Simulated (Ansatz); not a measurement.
Ansatz (a quantum-chemistry and plane-wave program) run on AgPt (R-3m, 2 atoms in the cell): self-consistent single point

Computed with PBEsol, default PAW files made with PBE (plane waves; Ansatz).

Input as run:

Ansatz 0.2 input:
```yaml
crystal:
  lattice:
    - [1.450054, 0.837188, 4.633010]
    - [-1.450054, 0.837188, 4.633010]
    - [0.000000, -1.674378, 4.633010]
  atoms:
    - { symbol: Ag, position: [0.000000, 0.000000, 0.000000] }
    - { symbol: Pt, position: [0.500000, 0.500000, 0.500000] }
basis:
  ecutwfc: 30.9 Ry
kpoints:
  mp_grid:
    grid: [11, 11, 11]
hamiltonian:
  xc: pbesol
  pseudopotentials:
    kind: paw
scf:
  occupations:
    method: methfessel_paxton
    width: 0.01 Ry
output:
  forces: true
  eigenvalues: true
  stress: true
```

Output (repeated stretches shortened):

```
WARN ansatz: RAYON_NUM_THREADS=1 ignored (pool sized by the plan → 1); use --threads N
basis.fft_grid_basis auto: the FFT boxes are laid along the combinations [[1, 0, -1], [0, 1, -1], [0, 0, 1]] of the cell's own vectors, 2.900, 2.900 and 4.926 …
Pseudopotentials: kind: paw
Pseudopotential: Ag, paw, valence charge 19
Pseudopotential: Pt, paw, valence charge 18
Crystal: 2 atoms, lattice volume = 33.746 Å³
Basis set: ecut = 420.4159175005146 eV, 669 PW (Γ), FFT grids on a1−a3, a2−a3, a3, exchange–correlation on 40×40×72 points (8 copies of the dense FFT grid, shifted against one another)
Bands: 23, of which v1, the nominal top of the filled ones, is band 19 counted from 1 (18 counted from 0)
Symmetry: 12 space group operations
Space group: R-3m (ITA 166), of the structure as read, at distance tolerance 3.2e-5 Å
k-points: 146 of 1331
PAW frozen core: Ag, regenerated for the run's functional, and the local potential with it
PAW frozen core: Pt, regenerated for the run's functional, and the local potential with it
Initial density: superposition of atomic densities (neutral atoms: chi_scale 0, normalization atom), corrected by the library's trained network
Initial wavefunctions: pseudopotential atomic-orbital guess
Eigensolver: davidson
Functional: x = pbesol(κ = 0.804, μ = 0.12345679012345678), c = pbesol(β = 0.046)
SCF iter   1: F=—  HF=-19906.026941 eV  |F-HF|=—  |Δ(HF+E_count)|=         —  Δρ=9.49e-3  dr2=2.63e-2  ethr=1.77e-3  ⟨swp⟩=4.8  Hψ=12443  notcnv=0
all-band conjugate gradients solve this SCF's bands
preconditioner: auto → Kerker (q_TF=auto, 2.770 Å⁻¹)
SCF iter   2: F=—  HF=-19906.021471 eV  |F-HF|=—  |Δ(HF+E_count)|=   5.47e-3  S|Δr|=    0.00e0  Δρ=3.58e-3  dr2=3.77e-3  ethr=7.10e-5  ⟨swp⟩=2.1  Hψ=6165  notcnv=0
SCF iter   3: F=—  HF=-19906.020591 eV  |F-HF|=—  |Δ(HF+E_count)|=   8.80e-4  S|Δr|=    0.00e0  Δρ=1.22e-3  dr2=5.14e-4  ethr=1.02e-5  ⟨swp⟩=2.2  Hψ=4787  notcnv=0
SCF iter   4: F=—  HF=-19906.020480 eV  |F-HF|=—  |Δ(HF+E_count)|=   1.11e-4  S|Δr|=    0.00e0  Δρ=4.25e-4  dr2=1.45e-4  ethr=1.39e-6  ⟨swp⟩=2.8  Hψ=5268  notcnv=0
SCF iter   5: F=—  HF=-19906.020453 eV  |F-HF|=—  |Δ(HF+E_count)|=   2.64e-5  S|Δr|=    0.00e0  Δρ=1.64e-4  dr2=1.87e-5  ethr=3.93e-7  ⟨swp⟩=1.0  Hψ=3304  notcnv=0
SCF iter   6: F=—  HF=-19906.020450 eV  |F-HF|=—  |Δ(HF+E_count)|=   3.12e-6  S|Δr|=    0.00e0  Δρ=4.85e-5  dr2=4.64e-7  ethr=5.05e-8  ⟨swp⟩=2.4  Hψ=4612  notcnv=0
SCF iter   7: F=-19906.020450 eV  HF=-19906.020450 eV  |F-HF|=1.25e-8  |Δ(HF+E_count)|=   7.88e-8  S|Δr|=    0.00e0  Δρ=8.25e-6  dr2=2.44e-8  ethr=2.70e-10  ⟨swp⟩=5.8  Hψ=13368  notcnv=0
SCF 1 converged in 7 iterations: F = -19906.020450 eV  dr2 = 2.44e-8
SCF converged after 7 iterations
Stability not checked (fill_not_monotonic)
Free energy (F): -19906.020450 eV
Harris-Foulkes:  -19906.020450 eV  (|F-HF|=1.25e-8)
Internal energy: -19906.020096 eV  (E = F + TS)
E sigma→0 (E₀):  -19906.020362 eV
Entropy (-TS):   -0.000354 eV (-0.177 meV/atom)
Fermi energy:    18.185029 eV
--- Per-component energies (eV) ---
  E_band       = -410.989098
  E_kinetic    = 1162.258356
  E_local      = -3799.010961  (includes V_loc(G=0)·N_el)
  E_nonlocal   = 286.319273
  E_hartree    = 1588.128375
  E_xc         = -442.466422
  E_vxc        = -534.707027  (∫ρ·V_xc dr)
  E_paw        = -13150.889159  (= ΣΔE_a)
  E_vpaw       = -702.096099  (= ΣTr[D̂ρ^β])
  E_aug_tail   = 0.000496  (compensation charges beyond the density's cutoff)
  E_ewald      = -5550.969775
  E_core_change = 0.609720  (= ΣΔE_core)
  E_smearing   = -0.000354  (= −TS)
  E_closure    = -0.000000  (closes the sum)
  Σ components = -19906.020450   (vs F -19906.020450, Δ=0.00e0)
--- Forces (eV/Å), atoms counted from 1 ---
  atom   1  Ag    -0.00000000     0.00000000    -0.00000000
  atom   2  Pt    -0.00000000    -0.00000000     0.00000000
  max |Σ_I F_I| component: 3.37e-29 eV/Å
--- Stress (GPa, compression-positive) ---
      -14.798070       0.000000      -0.000000
       -0.000000     -14.798070      -0.000001
        0.000000      -0.000001      -7.612199
  P = ⅓ Tr σ = -12.4028 GPa (-124.028 kbar)
  The stress holds the Pulay correction. Without it, at fixed plane waves, as pw.x and ABINIT print it: P = -12.4499 GPa
--- Band table (eV; the first three rows and the last of 146) ---
  k-point 0: bands = ["-79.4267", "-73.0611", "-36.5660", "-36.5053", "-36.5053", "-33.5411", "-33.5411", "-33.4995", "10.0853", "12.4148", "14.0732", "14.0732", "14.6492", "14.6492", "14.8849", "16.2233", "16.2233", "17.8969", "17.8969", "18.5549", [...]
  k-point 1: bands = ["-79.4258", "-73.0602", "-36.5645", "-36.5149", "-36.5077", "-33.5586", "-33.5455", "-33.4978", "10.3416", "12.5850", "14.0016", "14.1859", "14.5171", "14.6914", "14.9692", "16.0772", "16.3465", "17.0001", "17.8255", "19.6856", [...]
  k-point 2: bands = ["-79.4234", "-73.0579", "-36.5605", "-36.5406", "-36.5142", "-33.6053", "-33.5572", "-33.4933", "11.0630", "13.0022", "13.8655", "14.1902", "14.4902", "14.7862", "15.0945", "15.8037", "16.2073", "16.7361", "17.6319", "21.0497", [...]
  k-point 145: bands = ["-79.4258", "-73.0602", "-36.5607", "-36.5149", "-36.5077", "-33.5586", "-33.5456", "-33.5031", "11.6503", "12.5421", "14.0741", "14.1420", "14.3187", "14.7128", "15.0986", "15.6852", "15.8521", "15.9501", "17.4538", [...]
```

The run converged in 7 iterations.

The starting cell was generated: these elements placed on a structure prototype, without a prior relaxation; it need not be a known phase or ordering of this composition. Its lattice was rescaled by a random factor within 2.5 % of one. Spin-orbit coupling is off. Spin polarisation is off. With a pressure of about -12 GPa the cell is away from its equilibrium volume at this level. Ansatz's pressure includes its estimate of the finite-basis (Pulay) stress.
